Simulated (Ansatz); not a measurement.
The reference is Ge in the diamond structure (space group Fd-3m, No. 227; a = 5.6744 Å). Axes: x, y, z lie along the cube axes.

Method: Ansatz (a quantum-chemistry and plane-wave program) r2SCAN, no spin-orbit coupling.

One thing is altered: tensile biaxial strain of 0.42 % in the plane normal to [111], as in epitaxy on a mismatched substrate; the out-of-plane cell vector and the atoms relax.

Task: What does the calculation give for the out-of-plane strain, energy relative to the base and in-plane stress after the change?

Result: The out-of-plane strain is -0.13 %; the energy rises by 0.4 meV/atom; the mean in-plane stress (compression positive) amounts to -0.7 GPa.

Stability against distortions was not tested.
